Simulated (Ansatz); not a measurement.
Take BAs in the zinc blende structure (space group F-43m, No. 216; a = 4.809 Å) as the base. Axes: x, y, z lie along the cube axes.

Level of theory: plane-wave PAW DFT at the PBE level (Ansatz, a program for electronic structure, 420 eV), without spin-orbit coupling, earlier PAW set.

One thing is altered: every lattice vector is shortened by 0.71 %, atoms relaxed at fixed cell.

Question: Predict the stress tensor and what it implies for the stiffness.

Answer: Stress of the strained cell less that of the base (GPa, compression positive):
```
   2.93    0.00    0.00
   0.00    2.93    0.00
   0.00    0.00    2.93
```

Then B = −ΔP/(ΔV/V₀) with ΔV/V₀ = -0.0211 gives secant stiffness values (nonlinear terms included at this strain): B ≈ 139 GPa.

Stability against distortions was not tested.
